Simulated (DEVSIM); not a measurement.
System: abrupt Si n-p junction, at 250 K.

Layer 1 from the left is Si, thickness (μm) 1.60, Nd (cm⁻³) 4e18, τn (s) 6.2e-7, τp (s) 6.2e-7. Layer 2 from the left is Si, thickness (μm) 84.0, Na (cm⁻³) 4.8e14, τn (s) 6.2e-7, τp (s) 6.2e-7.

Left contact: ohmic. Right contact: ohmic. Voltage is applied to the left contact. Recombination: SRH at mid-gap, radiative. Mobility is μmin + (μ − μmin)/(1 + (N/Nref)^α).

This is a model device: material constants are rounded textbook-type values typed into the input, and sizes, dopings and lifetimes were drawn at random. Values at 300 K; Nc and Nv go as T^1.5, mobilities as T to minus their exponent, the gap by Varshni's rule with the affinity fixed.

Si: gap (eV) 1.124, affinity (eV) 4.05, permittivity 11.7, Nc (cm⁻³) 2.86e19, Nv (cm⁻³) 3.1e19, μn (cm²/Vs) 1417, μp (cm²/Vs) 470, μn,min 52, μp,min 45, Nref,n 9.7e16, Nref,p 2.2e17, αn 0.68, αp 0.72, T exponent of μn 2.3, T exponent of μp 2.2, B (cm³/s) 4.7e-15, Varshni α (eV/K) 0.000473, Varshni β (K) 636.

Task: Estimate by hand the built-in potential, the peak field at zero bias, the capacitance at 0.6 V, and compare with a numerical solution.

Result: 
- Built-in potential: ni = √(Nc Nv) exp(−Eg/2kT) = 8.01e7 cm⁻³ with Eg = 1.136 eV; Vbi = kT/q ln(Na Nd/ni²) = 0.867 V; numerical 0.867 V.
- Peak field at zero bias: depletion approximation: W = √(2εVbi/(qN)) = 1.53 μm with N = 4.80e14 cm⁻³; field = 2Vbi/W = 11300 V/cm; numerical 99800 V/cm (estimate below by 89 %).
- Capacitance at 0.6 V: C = √(qεN / 2(Vbi + |V|)) = 5.21 nF/cm²; numerical 5.48 nF/cm² (estimate below by 5.0 %).

Model (solved in DEVSIM): 1D drift-diffusion, Boltzmann statistics, complete ionisation; no tunnelling, impact ionisation, image-force lowering or self-heating.
